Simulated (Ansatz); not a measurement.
## Several settings converged on AlTc2 (I4/mmm, 3 atoms in the cell)

```
CELL_PARAMETERS angstrom
     -1.48306     1.48306     4.70677
      1.48306    -1.48306     4.70677
      1.48306     1.48306    -4.70677
ATOMIC_POSITIONS crystal
  Al 0.00000 0.00000 0.00000
  Tc 0.66991 0.66991 0.00000
  Tc 0.33009 0.33009 0.00000
```

Base method: LDA (PW92), default PAW files made with PBE (plane waves; Ansatz, a quantum-chemistry and plane-wave program).

Base settings: basis.ecutwfc = 500 eV; kpoints.mp_grid.grid = 13 13 13; hamiltonian.xc = lda; hamiltonian.pseudopotentials = {kind: paw} (the program's default PAW files); scf.occupations.method = fermi_dirac; scf.occupations.width = 0.1 eV.

Core times come from one kind of shared machine, to one figure; runs under 30 s give none.

**Zone-centre phonons against the cutoff**

In this ladder: phonons.method = dfpt.

The mesh stays at the base's, so the ladder's end is converged at best in this setting alone.

Frequencies are those of the unrelaxed cell, without the LO-TO term of polar crystals.

Only quantities that move along the ladder and can be compared are tabulated.

```csv
basis.ecutwfc,highest zone-centre frequency (cm⁻¹),lowest optical frequency (cm⁻¹),core time / last (rough)
250 eV,321.1,272.2,0.1
300 eV,348.2,297.9,0.1
350 eV,338.0,262.9,0.1
500 eV,335.8,266.2,0.3
750 eV,335.8,266.2,1
```

Coarsest basis.ecutwfc that holds the lowest optical frequency within 5 cm⁻¹ of the last step, with all finer ones: 350 eV, at about 0.1 of the last step's time; the step before is off by 32 cm⁻¹.

Coarsest basis.ecutwfc that holds the highest zone-centre frequency within 2 cm⁻¹ of the last step, with all finer ones: 500 eV, at about 0.3 of the last step's time; the step before is off by 2.2 cm⁻¹.

**Zone-centre phonons against the mesh**

In this ladder: phonons.method = dfpt.

Frequencies are those of the unrelaxed cell, without the LO-TO term of polar crystals.

Only quantities that move along the ladder and can be compared are tabulated.

```tsv
kpoints.mp_grid.grid	highest zone-centre frequency (cm⁻¹)	lowest optical frequency (cm⁻¹)	core time / last (rough)
4 4 4	333.7	254.3	–
6 6 6	337.2	265.3	0.08
10 10 10	335.8	266.7	0.3
15 15 15	335.7	266.7	1
```

Coarsest kpoints.mp_grid.grid that holds the lowest optical frequency within 1 cm⁻¹ of the last step, with all finer ones: 10 10 10, at about 0.3 of the last step's time; the step before is off by 1.4 cm⁻¹.

Coarsest kpoints.mp_grid.grid that holds the highest zone-centre frequency within 1 cm⁻¹ of the last step, with all finer ones: 10 10 10, at about 0.3 of the last step's time; the step before is off by 1.5 cm⁻¹.

**The force threshold of a relaxation**

On AlTc2 (I4mm, 3 atoms in the cell): one atom moved by 0.15 angstrom.

In this ladder: relax = atoms.

The mesh stays at the base's, so the ladder's end is converged at best in this setting alone.

Only quantities that move along the ladder and can be compared are tabulated.

| relax.f_tol | free energy less the last step's (meV/atom) | largest force left (eV/Å) | relaxation steps | core time / last (rough) |
|---|---|---|---|---|
| 0.2 eV/Å | 0.26 | 0.1692 | 3 | 0.5 |
| 0.05 eV/Å | 0.00 | 0.0017 | 4 | 0.6 |
| 0.02 eV/Å | 0.00 | 0.0017 | 5 | 0.8 |
| 0.001 eV/Å | 0.00 | 0.0000 | 6 | 1 |

Coarsest relax.f_tol that holds the largest force left within 0.005 eV/Å of the last step, with all finer ones: 0.05 eV/Å; the step before is off by 0.17 eV/Å.

Coarsest relax.f_tol that holds the free energy within 0.2 meV/atom of the last step, with all finer ones: 0.05 eV/Å; the step before is off by 0.26 meV/atom.

On the base run: the starting cell comes from a database of computed structures (which also holds hypothetical and non-ambient phases and stackings), without a prior relaxation at this level. Its lattice was rescaled by up to half a per cent. Spin polarisation is off. In the base run, with a pressure of about -5 GPa the cell is away from its equilibrium volume at this level.

Keys are those of Ansatz 0.2.
